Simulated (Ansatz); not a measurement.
**Element substitutions in hypothetical Fm-3m WSe2**

The parent structure is WSe₂ (space group Fm-3m, No. 225; a = 6.168 Å; ferromagnetic; a hypothetical phase, not in the database extracts checked).

Each row replaces one element on all its sites; cell and atoms are relaxed.

Calculations: plane-wave PAW DFT at the PBEsol level (Ansatz, a quantum-chemistry and plane-wave program, 420 eV), no spin-orbit coupling.

| variant | volume per atom | band gap |
|---|---|---|
| base | 19.55 Å³ | zero |
| W → Cr | 18.75 Å³ | zero |
| Se → Br | 19.70 Å³ | 0.59 eV |
| Se → Mo | 18.32 Å³ | zero |

Other magnetic orders, which the real material may have, were not ruled out. Spin-orbit coupling, missing from the scalar runs, can matter with W. Stability against distortions was not tested. As relaxed here, CrSe2, WBr2 and Mo2W are hypothetical phases, not in the database extracts checked. Spin-polarised in the final run: CrSe2 and base; the other runs are not.
